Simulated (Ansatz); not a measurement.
## How far PBE and PBEsol part for hypothetical diamond Ru, pressure −2 GPa

Base system: Ru in the diamond structure (space group Fd-3m, No. 227; a = 5.455 Å; a hypothetical phase, not in the database extracts checked).

(Cell as relaxed with PBE.)

Levels (all Ansatz, a quantum-chemistry and plane-wave program, PAW): PBE (420 eV, no SOC); PBEsol (420 eV, spin-orbit coupling left out).

Each level relaxes its own structure.

```tsv
base	PBE	PBEsol
volume per atom	20.29 Å³	19.58 Å³
lattice parameter a	5.455 Å	5.391 Å
band gap	zero	zero
```

Perturbation: a negative pressure, −2 GPa.

| quantity | PBE | PBEsol |
|---|---|---|
| shortest interatomic distance | 2.372 Å | 2.343 Å |
| band gap | zero | zero |

PBE's shortest interatomic distance lies 0.029 Å above PBEsol's (1.2 %); the two agree on the band gap. Neither level is exact; PBEsol is the comparison here, not a measurement.

Load acts through the strain it causes; cell and atoms are relaxed under it. No phonon test of stability was made. The final runs are not spin-polarised.
